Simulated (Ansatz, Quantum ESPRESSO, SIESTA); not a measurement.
# CsSbO₃ (Pm-3m, 5 atoms in the cell) computed with different codes at matched settings

Relaxation of cell and atoms.

```yaml
crystal:
  lattice:
    - [4.21598, 0.00000, 0.00000]
    - [0.00000, 4.21598, 0.00000]
    - [0.00000, 0.00000, 4.21598]
  atoms:
    - { symbol: Cs, position: [0.00000, 0.00000, 0.00000] }
    - { symbol: Sb, position: [0.50000, 0.50000, 0.50000] }
    - { symbol: O, position: [0.50000, 0.50000, 0.00000] }
    - { symbol: O, position: [0.00000, 0.50000, 0.50000] }
    - { symbol: O, position: [0.50000, 0.00000, 0.50000] }
```

Shared settings, as Ansatz (a quantum-chemistry and plane-wave program) writes them: kpoints.mp_grid.grid = 8 8 8; scf.occupations.method = fermi_dirac; scf.occupations.width = 0.1 eV. Potentials and cutoffs stand in the table.

| code | model | final volume (Å³/atom) | cutoff |
|---|---|---|---|
| Ansatz | PBEsol, PAW files made with PBE | 14.16 | default |
| SIESTA | GGA PBEsol, numerical atomic orbitals TZP, PseudoDojo PBEsol standard norm-conserving potentials (rewritten from UPF to PSML) | 14.42 | grid 300 Ry |
| Quantum ESPRESSO | PBEsol, GBRV 1.5 ultrasoft (PBESOL) pseudopotentials | 14.22 | 40 Ry |

On Ansatz's run: spin-orbit coupling is off.

The spread over the programs that give each value: final volume within 0.26 Å³/atom.

SIESTA uses small atom-centred bases, whose incompleteness enters pressures, forces and empty levels differently from a plane-wave cutoff. The programs treat the finite-basis stress differently while the cell relaxes: Ansatz adds an estimate of it.

The starting cell comes from a database of computed structures (which also holds hypothetical and non-ambient phases and stackings), without a prior relaxation at this level. Its lattice was rescaled by a random factor within 2.5 % of one.

Left out of this page: GPAW (not drawn, or without a comparable value).

Keys are those of Ansatz 0.2.
